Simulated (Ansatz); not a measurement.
For Ga₂O₃ (model structure, started from the stibnite type, Pnma, No. 62, 20 atoms in the cell), LDA (Ansatz, a quantum-chemistry and plane-wave program, PAW) gives:

| Property | Value |
|---|---|
| cohesive energy | 5.68 eV/atom |
| band gap | 2.65 eV |

Q: What does r²SCAN+rVV10 (Ansatz, PAW) give for the same quantities?

A: 
- cohesive energy: 4.90 eV/atom (decreases by 0.78 eV/atom)
- band gap: 3.16 eV (goes up by 0.51 eV)

Changes are worked out from the printed values.

Unless a cell is named, each level is at its own relaxed cell (LDA 10.97, r²SCAN+rVV10 11.03 Å³/atom).

Levels without +SOC have no spin–orbit coupling; where heavier elements are present it shifts gaps, mostly down, and can invert bands. Density-functional gaps are differences of (generalised) Kohn–Sham levels.

Ansatz's density-functional and Hartree–Fock values are scalar-relativistic unless marked +SOC, with PAW data made under PBE.

A model structure was made by putting elements into a prototype or built by hand; it is no filed structure, need not be a known phase, and can be a saddle point held by its symmetry.
